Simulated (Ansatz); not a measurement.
Take AlAs in the zinc blende structure (space group F-43m, No. 216; a = 5.6743 Å) as the base.

Levels (all Ansatz, a first-principles code, PAW, earlier PAW set): PBEsol (420 eV, no spin-orbit coupling); HSE06 (420 eV, no spin-orbit coupling); PBEsol+SOC (420 eV, noncollinear with spin-orbit coupling).

One geometry, relaxed with PBEsol, under each level:

Notes on the quantities. hole mass: degenerate bands, along [100].

The valence-band top lists the three highest levels at Γ (Kramers pairs under SOC), from the VBM.

```tsv
level	band gap	lowest conduction level above the VBM at special points	valence-band top at Γ	electron mass	hole mass	pressure
PBEsol	1.34 eV	X 1.34 eV; Γ 1.91 eV; L 2.06 eV	0.00, 0.00, 0.00 eV	0.86 mₑ along k, 0.23 mₑ across (at X)	–	0.01 GPa
HSE06	2.09 eV	X 2.09 eV; Γ 2.89 eV; L 2.90 eV	–	–	–	–
PBEsol+SOC	1.25 eV	X 1.25 eV; Γ 1.81 eV; L 1.96 eV; U 2.05 eV	0.00, 0.00, -0.30 eV	0.86 mₑ along k, 0.23 mₑ across (at X)	0.14, 0.46 mₑ (at Γ)	0.01 GPa
```

Single points use the geometry relaxed with PBEsol. HSE06 was sampled on its mesh, a few special points and the semilocal edge points, so its gap is an upper bound. The spin-orbit shifts are approximate. Effective masses come from finite differences of ±0.01 Å⁻¹. Along k means along the line from Γ to the band edge. Whether these cells are dynamically stable was not tested.
